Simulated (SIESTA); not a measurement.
Worked example: relaxation of cell and atoms of BPd6 (C2/c, 14 atoms in the cell) in SIESTA.

Method of the run: SIESTA 5.4.2 with GGA PBEsol, numerical atomic orbitals DZP, PseudoDojo PBEsol standard norm-conserving potentials (rewritten from UPF to PSML).

```
CELL_PARAMETERS angstrom
      2.47519    -4.27614     0.00000
      2.47519     4.27614     0.00000
     -1.63648     0.00000     9.30410
ATOMIC_POSITIONS crystal
  B  0.91761 0.08239 0.25000
  B  0.08239 0.91761 0.75000
  Pd 0.04051 0.21545 0.62214
  Pd 0.95949 0.78455 0.37786
  Pd 0.78455 0.95949 0.87786
  Pd 0.21545 0.04051 0.12214
  Pd 0.30061 0.46637 0.37743
  Pd 0.69939 0.53363 0.62257
  Pd 0.53363 0.69939 0.12257
  Pd 0.46637 0.30061 0.87743
  Pd 0.87500 0.38242 0.12249
  Pd 0.12500 0.61758 0.87751
  Pd 0.61758 0.12500 0.37751
  Pd 0.38242 0.87500 0.62249
```

Reference input (self-consistent single point, DFT, LDA PW92, numerical atomic orbitals DZP, PseudoDojo LDA standard norm-conserving potentials (rewritten from UPF to PSML)): XC.functional = LDA; XC.authors = PW92; potentials = PseudoDojo LDA standard; PAO.BasisSize = DZP; PAO.EnergyShift = 0.01 Ry; MeshCutoff = 400 Ry; kgrid.MonkhorstPack = 7 7 3; OccupationFunction = FD; ElectronicTemperature = 0.1 eV; MaxSCFIterations = 150; SCF.Mixer.Method = Pulay; SCF.Mixer.Weight = 0.1. This run's input differs from it in these lines:

```diff
@@ -1,2 +1,2 @@
-# files in the folder: B.psml Pd.psml (PseudoDojo LDA standard)
+# files in the folder: B.psml Pd.psml (PseudoDojo PBEsol standard)
 SystemName  BPd6
@@ -34,4 +34,4 @@
 
-XC.functional                LDA
-XC.authors                   PW92
+XC.functional                GGA
+XC.authors                   PBEsol
 PAO.BasisSize                DZP
@@ -53,2 +53,7 @@
 Diag.ParallelOverK           true
+MD.TypeOfRun                 FIRE
+MD.Steps                     40
+MD.MaxForceTol               0.02 eV/Ang
+MD.VariableCell              true
+MD.MaxStressTol              0.05 GPa
 WriteForces                  true
```

Log, with long lists cut:

```
        iscf     Eharris(eV)        E_KS(eV)     FreeEng(eV)     dDmax    Ef(eV) dHmax(eV)
   scf:    1   -44104.807615   -44180.525964   -44180.924542  1.467670 -4.825392  4.604888
   scf:    2   -44187.968203   -44184.568709   -44184.939616  0.043942 -5.052839  2.654198
   scf:    3   -44188.626563   -44187.477868   -44187.800393  0.076948 -5.464026  0.512942
   scf:    4   -44187.596236   -44187.545184   -44187.863029  0.012260 -5.522971  0.332019
   scf:    5   -44187.581338   -44187.571314   -44187.887713  0.011801 -5.571748  0.039765
   scf:    6   -44187.571742   -44187.571924   -44187.889044  0.000703 -5.573079  0.035962
   scf:    7   -44187.568968   -44187.570805   -44187.889965  0.002385 -5.574049  0.024982
   scf:    8   -44187.571101   -44187.571001   -44187.890114  0.000170 -5.574455  0.005212
   scf:    9   -44187.570921   -44187.570964   -44187.890129  0.000132 -5.574732  0.002795
   scf:   10   -44187.570864   -44187.570915   -44187.890131  0.000101 -5.575044  0.004069
   scf:   11   -44187.570915   -44187.570915   -44187.890132  0.000054 -5.575146  0.000855
SCF Convergence by DM+H criterion
max |DM_out - DM_in|         :     0.0000538223
max |H_out - H_in|      (eV) :     0.0008553098
SCF cycle converged after 11 iterations

Using DM_out to compute the final energy and forces

siesta: E_KS(eV) =           -44187.5709

siesta: E_KS - E_eggbox =    -44187.5709

siesta: Atomic forces (eV/Ang):
     1    0.000000    0.006530   -0.000011
     2   -0.000000   -0.006530    0.000011
     3    0.036901    0.069372   -0.065750
     4   -0.036901   -0.069372    0.065757
     5   -0.036900    0.069369    0.065749
     6    0.036900   -0.069370   -0.065755
     7    0.068708   -0.010595    0.010588
     8   -0.068707    0.010595   -0.010584
     9   -0.068706   -0.010595   -0.010586
    10    0.068704    0.010595    0.010582
    11    0.032833    0.049889   -0.001116
   [... lines left out ...]
siesta: Pressure (static):        -67.72655487  kBar
siesta: Pressure (total):        -67.72655487  kBar
No target stress found, assuming hydrostatic MD.TargetPressure.
Target stress (kBar)
outcell: Cell volume (Ang**3)        :    190.0496
        iscf     Eharris(eV)        E_KS(eV)     FreeEng(eV)     dDmax    Ef(eV) dHmax(eV)
siesta: Pressure (static):          0.41131845  kBar
siesta: Pressure (total):          0.41131845  kBar
outcell: Cell volume (Ang**3)        :    190.0496
siesta: FreeEng =    -44188.045611
   [... lines left out ...]
siesta:    -0.000237    0.000000    0.000307
siesta:     0.000000   -0.000308    0.000000
siesta:     0.000307    0.000000   -0.000226

siesta: Cell volume =        190.049606 Ang**3

siesta: Pressure (static):
siesta:                Solid            Molecule  Units
siesta:           0.00000280         -0.00000047  Ry/Bohr**3
siesta:           0.00025672         -0.00004336  eV/Ang**3
siesta:           0.41131845         -0.06946369  kBar
```

The run converged. 

Summary of the result:
- Free energy E − TS = -44188.0456 eV
- Fermi level (on the code's own zero) = -5.53 eV
- Pressure = 0.04 GPa
- Largest force (vector length) = 0.012 eV/Å
- Final cell = a = b = 4.8815 Å, c = 9.3335 Å, α = β = 94.93°, γ = 119.85°
- Final volume per atom = 13.57 Å³
- Relaxation steps = 28

The starting cell comes from a database of computed structures (which also holds hypothetical and non-ambient phases and stackings), without a prior relaxation at this level. Spin polarisation is off. Values carry the incompleteness of an atom-centred basis.

Cost on one core of a shared machine: roughly 40 min.
